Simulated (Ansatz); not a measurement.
# Cs2AgBiBr6: biaxial strain −2.50 %, plane normal [111], relaxed out of plane

The parent structure is Cs$_{2}$AgBiBr$_{6}$ (space group Fm-3m, No. 225; a = 11.187 Å). Axes: x, y, z lie along the cube axes.

It is then changed as follows: biaxial strain −2.50 %, plane normal [111], relaxed out of plane (Cartesian); in-plane vectors clamped, the third vector and the atoms free.

Method: Ansatz (a first-principles code), PBEsol, PAW, cutoff 420 eV, no SOC. Γ-centred 5×5×5 mesh, Fermi–Dirac width 0.05 eV.

The space group becomes R-3m (No. 166) (base: Fm-3m (No. 225)) and the shortest interatomic distance drops by 0.021 Å (2.753 Å → 2.732 Å). The energy rises by 4.5 meV/atom and the band gap falls by 0.06 eV (1.10 eV → 1.04 eV). The gap character is indirect, F → L and the smallest direct gap drops by 0.02 eV, from 2.23 eV to 2.21 eV. The electron mass goes from 0.36 mₑ along k, 0.25 mₑ across (at L) to 0.37 mₑ along k, 0.25 mₑ across (at L) and the valley order (the lowest conduction-band minima on the path, energy above the VBM, named in the base's zone) comes out as L along [1-1-1] 1.04 eV; L along [111] 1.14 eV; a point along [1-10], about 0.4 Å⁻¹ from Γ 1.81 eV; a point along [10-1], about 0.6 Å⁻¹ from Γ 2.11 eV. The out-of-plane strain amounts to +3.11 % and the ratio −ε⊥/ε∥ is 1.25.

Cost of the whole job for the changed cell (relaxation, final SCF and bands): about 2.3 core-minutes (a rough figure).

Spin-orbit coupling, missing from the scalar runs, can matter with Bi. Masses are band curvatures over ±0.01 Å⁻¹ around the edge. Along k means along the line from Γ to the band edge. Whether these cells are dynamically stable was not tested. k-point labels follow each cell's own Brillouin zone.
